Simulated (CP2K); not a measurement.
Band structure of Mg2Zn (Cmcm, 6 atoms in the cell).

```xyz
6
Lattice="7.5786 0.0000 0.0000 -6.9049 3.1237 0.0000 0.0000 0.0000 4.8001" Properties=species:S:1:pos:R:3 pbc="T T T"
Mg    -0.5265     1.7481     1.2000
Mg     1.2002     1.3757     3.6001
Mg     4.1851     0.7319     1.2000
Mg    -3.5114     2.3918     3.6001
Zn    -5.3369     2.7856     1.2000
Zn     6.0106     0.3382     3.6001
```

Method: PBEsol, GPW, DZVP-MOLOPT-SR-GTH basis, GTH-PBE potentials (GTH_POTENTIALS) (CP2K 2026.2).

Settings: CUTOFF = 1000 Ry; REL_CUTOFF = 60 Ry; SMEAR/METHOD = GAUSSIAN; SIGMA = 0.05 eV; KPOINTS/SCHEME = MONKHORST-PACK 5 5 4; GAMMA_CENTERED = T; XC_FUNCTIONAL = PBE:PBESOL; Mg/BASIS_SET = DZVP-MOLOPT-SR-GTH; Mg/POTENTIAL = GTH-PBE-q10; Zn/BASIS_SET = DZVP-MOLOPT-SR-GTH; Zn/POTENTIAL = GTH-PBE-q12; METHOD = GPW; EPS_DEFAULT = 1e-11; EXTRAPOLATION = USE_GUESS.

The starting cell comes from a database of computed structures (which also holds hypothetical and non-ambient phases and stackings), without a prior relaxation at this level. Values carry the incompleteness of an atom-centred basis. The potentials were made for another functional than the one used.

Levels in eV from the Fermi level, bands 29 to 34:
```json
[
 {"point": "Γ", "29": "-5.11", "30": "-1.93", "31": "-0.81", "32": "0.58", "33": "1.04", "34": "1.44"},
 {"point": "X", "29": "-3.75", "30": "-1.61", "31": "-1.11", "32": "1.19", "33": "1.53", "34": "1.72"},
 {"point": "S", "29": "-2.94", "30": "-2.80", "31": "-0.43", "32": "0.16", "33": "1.62", "34": "2.36"},
 {"point": "R", "29": "-2.39", "30": "-2.39", "31": "-1.61", "32": "-1.61", "33": "-0.55", "34": "-0.55"},
 {"point": "A", "29": "-2.29", "30": "-2.29", "31": "-2.07", "32": "-2.07", "33": "0.17", "34": "0.17"},
 {"point": "Z", "29": "-3.87", "30": "-3.87", "31": "-3.37", "32": "-3.37", "33": "4.50", "34": "4.50"},
 {"point": "Y", "29": "-2.20", "30": "-1.94", "31": "-1.24", "32": "-1.15", "33": "-0.29", "34": "0.15"},
 {"point": "X1", "29": "-3.75", "30": "-1.61", "31": "-1.11", "32": "1.19", "33": "1.53", "34": "1.72"},
 {"point": "A1", "29": "-2.29", "30": "-2.29", "31": "-2.07", "32": "-2.07", "33": "0.17", "34": "0.17"},
 {"point": "T", "29": "-5.43", "30": "-5.43", "31": "-0.77", "32": "-0.77", "33": "0.54", "34": "0.54"}
]
```

Bands cross the Fermi level along this path, so the cell is metallic at this level.

Higher empty bands are left out: an atom-centred basis made for the valence describes them poorly.
